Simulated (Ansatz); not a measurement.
Start from ZnO in the wurtzite structure (space group P6_3mc, No. 186).

```
CELL_PARAMETERS angstrom
      3.23518     0.00000     0.00000
     -1.61759     2.80175     0.00000
      0.00000     0.00000     5.21141
ATOMIC_POSITIONS crystal
  Zn 0.66667 0.33333 0.00241
  Zn 0.33333 0.66667 0.50241
  O  0.66667 0.33333 0.62279
  O  0.33333 0.66667 0.12279
```

Computed with r2SCAN (Ansatz, an electronic-structure program, PAW, without spin-orbit coupling).

Base values:

The electron mass comes out as 0.19 mₑ (at Γ).

Now apply this change: every lattice vector is shortened by 1.16 %; the atoms relax in the strained cell.

What does the calculation give for the mean gap deformation potential ΔEg/Δln V and electron mass after the change?

The mean gap deformation potential ΔEg/Δln V is -1.5 eV; the electron mass goes from 0.19 mₑ (at Γ) to 0.20 mₑ (at Γ).

Masses are band curvatures over ±0.01 Å⁻¹ around the edge. Semilocal Kohn–Sham gaps tend to fall short of experiment. Stability against distortions was not tested.
